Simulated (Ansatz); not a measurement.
## Carrier properties of MoSe2 (P6_3/mmc)

Consider the following.

```yaml
crystal:
  lattice:
    - [3.22779, 0.00000, 0.00000]
    - [-1.61389, 2.79534, 0.00000]
    - [0.00000, 0.00000, 12.34688]
  atoms:
    - { symbol: Mo, position: [0.66667, 0.33333, 0.75000] }
    - { symbol: Mo, position: [0.33333, 0.66667, 0.25000] }
    - { symbol: Se, position: [0.33333, 0.66667, 0.88530] }
    - { symbol: Se, position: [0.66667, 0.33333, 0.11470] }
    - { symbol: Se, position: [0.66667, 0.33333, 0.38530] }
    - { symbol: Se, position: [0.33333, 0.66667, 0.61470] }
```

Calculation: PBEsol+D3BJ with spin-orbit coupling, rigid bands (plane waves, PAW; Ansatz, an electronic-structure program). Cell: cell and atoms relaxed with PBEsol+d3bj.

```yaml
band_gap: 0.52 eV
electron conductivity mass (300 K, dilute): 0.51 (x), 0.51 (y), 0.42 (z) mₑ
hole conductivity mass (300 K, dilute): 0.65 (x), 0.65 (y), 1.98 (z) mₑ
effective density of states N_c (300 K): 4.9e19 cm⁻³
effective density of states N_v (300 K): 2.3e19 cm⁻³
density_of_states_mass_electrons: 1.57 mₑ
density_of_states_mass_holes: 0.94 mₑ
Seebeck coefficient, n-type 1e19 cm⁻³, 300 K: -351 μV/K
best n-type power factor at 300 K for τ = 10 fs (best axis; densities from 1e16 to 1e21 cm⁻³ tried, whether or not they can be reached): 18.1 μW/(cm·K²) at 1e20 cm⁻³
Seebeck coefficient, p-type 1e19 cm⁻³, 300 K: 288 μV/K
best p-type power factor at 300 K for τ = 10 fs (best axis; densities from 1e16 to 1e21 cm⁻³ tried, whether or not they can be reached): 5.7 μW/(cm·K²) at 1e20 cm⁻³
```

Rigid bands; masses and Seebeck coefficients take one relaxation time τ for all states and one kind of carrier; polarons and phonon drag are left out. Geometry: cell and atoms relaxed with PBEsol+D3(BJ).

PBEsol with a dispersion correction tends to overbind, so the cell can be several per cent short, in bad cases over ten, which usually narrows a gap: MoSe2 (P6_3/mmc).
